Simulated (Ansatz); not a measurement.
Defect migration in rock-salt NaCl: interstitial Na, charge state +1. The step: several atoms move together, Na the farthest; the atom moves 2.00 Å along (-0.20, 0.20, 0.20) of the unit cell; the moving atom starts with neighbours 3 Cl at 2.65, Cl at 3.16, 2 Cl at 3.17; Na at 2.93 Å and ends with 4 Cl at 2.52; 4 Na at 2.93 Å. DFT values are from Ansatz (plane-wave PAW, 420 eV unless said) in a cell of 64 host sites, spin-restricted, static, with no finite-size correction. The charge state is imposed; whether it is stable for some Fermi level was not computed. Sites that were not tried may lie lower. For the PBE band: the saddle point's order was not checked, and it lies on a symmetry element of the cell, where a band can be held.

| Level | Forward barrier (eV) | Cost of the band or of the saddle's single point |
|---|---|---|
| PBE, the Γ point alone, band relaxed | 0.24 | roughly 12 core-minutes |
| PBE, a 2×2×2 k-point mesh shifted by half a step, same geometries | 0.24 | around 3 core-minutes (rough) |
| r2SCAN at 500 eV, the Γ point alone, same geometries | 0.26 | very roughly 80 core-seconds |

Ansatz is a quantum-chemistry and plane-wave program.
